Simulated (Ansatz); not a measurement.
## A computed series for MgTe: response to strain

Consider MgTe in the zinc blende structure (space group F-43m, No. 216).

```
CELL_PARAMETERS angstrom
      0.00000     3.21920     3.21920
      3.21920     0.00000     3.21920
      3.21920     3.21920     0.00000
ATOMIC_POSITIONS crystal
  Mg 0.00000 0.00000 0.00000
  Te 0.25000 0.25000 0.25000
```

Cartesian axes are those of the cell as printed.

Strains are applied to the cell and any free atomic positions relax; under biaxial strain the out-of-plane vector relaxes too; under stress the whole cell relaxes.

Level of theory: Ansatz (a program for electronic structure), PBEsol, PAW, cutoff 420 eV, no spin-orbit coupling, earlier PAW set.

Candidates:
(a) isotropic strain −0.20 %
(b) biaxial strain −2.24 %, plane normal [001], relaxed out of plane
(c) biaxial strain −2.51 %, plane normal [001], relaxed out of plane
(d) uniaxial stress, 3 GPa tension along x

Notes on the quantities. energy relative to the base: free energy F.

Order them by energy relative to the base, highest first.

(d) uniaxial stress, 3 GPa tension along x (+29 meV/atom), (c) biaxial strain −2.51 %, plane normal [001], relaxed out of plane (+4.7 meV/atom), (b) biaxial strain −2.24 %, plane normal [001], relaxed out of plane (+3.7 meV/atom), (a) isotropic strain −0.20 % (+0.1 meV/atom)

Beyond what the load breaks, stability against distortions was not tested.
